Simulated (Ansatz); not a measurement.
The parent structure is BN in the zinc blende structure (space group F-43m, No. 216; a = 3.610 Å). Axes: x, y, z lie along the cube axes.

All numbers come from r2SCAN (Ansatz, an electronic-structure program; PAW; 500 eV plane waves; scalar-relativistic without spin-orbit coupling).

Before the change:

| Quantity | Result |
|---|---|
| Valence-band top at Γ | 0.00, 0.00, 0.00 eV |
| Band gap | 5.00 eV |

Now apply this change: compressive biaxial strain of 2.50 % in the plane normal to [111], as in epitaxy on a mismatched substrate; the out-of-plane cell vector and the atoms relax.

Task: Predict the new valence-band top at Γ.

Result: The valence-band top at Γ (three highest levels, from the VBM) becomes 0.00, 0.00, -0.20 eV (base: 0.00, 0.00, 0.00 eV).

Task: What does the calculation give for the band gap after the change?

Result: The band gap shrinks by 0.03 eV (5.00 eV → 4.97 eV).

No phonon test of stability was made.
